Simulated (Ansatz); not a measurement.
Consider CdS in the wurtzite structure (space group P6_3mc, No. 186; a = 4.196 Å, c = 6.830 Å). Axes: x lies along a and z along c of the hexagonal cell.

Computed with PBE in Ansatz (plane waves to 420 eV, PAW, without spin-orbit coupling).

Strains are applied to the cell and any free atomic positions relax; under biaxial strain the out-of-plane vector relaxes too.

One change was made to it. Results:

The electron mass becomes 0.11 mₑ out of plane, 0.13 mₑ in plane (at Γ) (base: 0.12 mₑ along c, 0.13 mₑ across (at Γ)); the shortest interatomic distance falls by 0.024 Å, from 2.565 Å to 2.541 Å.

### Question
What was done to the base?
(A) biaxial strain −0.60 %, plane normal [001], relaxed out of plane
(B) biaxial strain −1.20 %, plane normal [001], relaxed out of plane
(C) biaxial strain −2.40 %, plane normal [001], relaxed out of plane

### Answer
C, biaxial strain −2.40 %, plane normal [001], relaxed out of plane. For comparison, the electron mass in the other runs: biaxial strain −1.20 %, plane normal [001], relaxed out of plane gives 0.12 mₑ out of plane, 0.13 mₑ in plane (at Γ); biaxial strain −0.60 %, plane normal [001], relaxed out of plane gives 0.12 mₑ out of plane, 0.13 mₑ in plane (at Γ).

The levels and masses belong to the bands next to the band gap. Effective masses come from finite differences of ±0.01 Å⁻¹. No phonon test of stability was made.

Ansatz is a program for electronic structure.
